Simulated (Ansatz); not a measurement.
The cell is made up: elements placed on another compound's structure type, so the phase may be hypothetical.

Given:

```
CELL_PARAMETERS angstrom
      4.03194     0.00000     0.00000
      0.00000     6.87272     0.00000
      0.00000     0.00000     6.87272
ATOMIC_POSITIONS crystal
  Zn 0.00000 0.67431 0.32569
  Zn 0.00000 0.32569 0.67431
  Zn 0.50000 0.82569 0.82569
  Zn 0.50000 0.17431 0.17431
  Se 0.00000 0.31296 0.31296
  Se 0.00000 0.68704 0.68704
  Se 0.50000 0.81296 0.18704
  Se 0.50000 0.18704 0.81296
```

Space group of this cell: P4_2/mnm. The cell was relaxed by PBE-D3(BJ).

Transport runs along the normal of the first two printed cell vectors.

No gap correction and no spin-orbit coupling; mid-gap values are interpolated between computed energies.

Question: State the band gap and the smallest decay constant κ at mid-gap according to r2SCAN (Ansatz, a quantum-chemistry and plane-wave program).

Answer: Gap 2.02 eV on a 8×6×6 mesh; κ = 0.136 1/Å, at the zone centre.
